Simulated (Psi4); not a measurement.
Psi4 1.11, PBE/def2-svp: Zn(Br)(OMe)(NH3)2 (C[O][Zn](<-[NH3])(<-[NH3])[Br]), 15 atoms. The geometry is a generated start, not checked to be a minimum at this level.

```yaml
task: energy
method: pbe
basis: def2-svp
memory: 3 GB
maxiter: 100
keys_of_the_molecule_block: symmetry c1
scf_type: df (default)
e_convergence: 1e-06 (default)
d_convergence: 1e-06 (default)
dft_radial_points: 75 (default)
dft_spherical_points: 302 (default)
basis_functions: 164
grid_points: 321578
```

```xyz
15

Zn     0.2367     0.3824     0.5565
Br     1.0159     1.6758     2.2897
O     -1.2279    -0.1214    -0.3269
C     -2.4977     0.4338    -0.4243
H     -2.4948     1.4133    -0.9227
H     -3.1234    -0.2437    -1.0213
H     -2.9805     0.5598     0.5571
N      0.9109    -1.6557     1.0663
H      0.4579    -2.2512     0.3782
H      0.5177    -1.9023     1.9708
H      1.9001    -1.8901     1.0981
N      1.6635     0.8344    -1.0871
H      1.2607     1.5806    -1.6456
H      1.7798     0.0393    -1.7063
H      2.5809     1.1449    -0.7824
```

Charge 0 and multiplicity 1 are set for this test and not shown to be the ground state.

With the defaults (diis = true, scf_initial_accelerator = adiis, damping_percentage = 0, diis_max_vecs = 10, soscf = false, guess = auto, which took SAD) it converges in 12 SCF iterations. One run each on 2 threads, with these changes:
- diis_max_vecs = 3
- guess = modhuckel
- scf_initial_accelerator = ediis
- guess = sap
- diis = false, scf_initial_accelerator = none, damping_percentage = 60
- guess = sapgau
- diis_max_vecs = 20
- damping_percentage = 20
- soscf = true

Question: Name the settings that don't reach the solution of the defaults.

Answer: No convergence: diis = false, scf_initial_accelerator = none, damping_percentage = 60 (the run ends without SCF convergence in 100 iterations). The rest reach the solution of the defaults.

```json
[
 {"setting": "soscf = true", "SCF iterations": "9", "JK calls": "30", "end": "same solution"},
 {"setting": "guess = sapgau", "SCF iterations": "10", "JK calls": "10", "end": "same solution"},
 {"setting": "the defaults", "SCF iterations": "12", "JK calls": "13", "end": "same solution"},
 {"setting": "diis_max_vecs = 20", "SCF iterations": "12", "JK calls": "13", "end": "same solution"},
 {"setting": "scf_initial_accelerator = ediis", "SCF iterations": "12", "JK calls": "13", "end": "same solution"},
 {"setting": "guess = sap", "SCF iterations": "12", "JK calls": "12", "end": "same solution"},
 {"setting": "guess = modhuckel", "SCF iterations": "13", "JK calls": "51", "end": "same solution"},
 {"setting": "damping_percentage = 20", "SCF iterations": "22", "JK calls": "23", "end": "same solution"},
 {"setting": "diis_max_vecs = 3", "SCF iterations": "26", "JK calls": "27", "end": "same solution"},
 {"setting": "diis = false, scf_initial_accelerator = none, damping_percentage = 60", "SCF iterations": "100", "JK calls": "101", "end": "no convergence"}
]
```

An SOSCF iteration holds several JK calls; a Hückel guess adds calls on atoms. 2 further runs of the study ended by our limits or in an error and are left out.
